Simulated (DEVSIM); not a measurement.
Structure: Pt/SiO2/n-Ge capacitor, at 300 K.

| layer (left to right) | material | thickness (nm) | Nd (cm⁻³) |
|---|---|---|---|
| 1 | SiO2 | 21.0 | - |
| 2 | Ge | 350 | 2.9e18 |

Metal gate on the left, work function 5.6 eV. Fixed charge at the semiconductor interface 0 cm⁻² (in units of +e); no interface traps.

Constants are typed, rounded textbook-type inputs, not results; the design itself was drawn at random and stands for no fabricated device. Values at 300 K.

```csv
parameter,SiO2,Ge
gap (eV),9,0.664
affinity (eV),0.9,4
permittivity,3.9,16
Nc (cm⁻³),-,1.04e19
Nv (cm⁻³),-,6e18
```

Model (solved in DEVSIM): 1D Poisson equation in equilibrium, Boltzmann statistics, complete ionisation; no quantum confinement or tunnelling. Metal contacts follow the ideal Schottky-Mott rule: no Fermi-level pinning, no interface dipoles.

The interface trap density was swept, all else fixed.

```tsv
interface trap density (cm^-2 eV^-1)	minimum of the low-frequency capacitance (μF/cm²)	flat-band voltage (V)
0	0.138	1.57
1e10	0.138	1.57
1e11	0.138	1.61
3e11	0.139	1.69
1e12	0.141	1.99
2e12	0.144	2.41
```

From the first row to the last the minimum of the low-frequency capacitance goes from 0.138 to 0.144. From the first row to the last the flat-band voltage goes from 1.57 to 2.41.
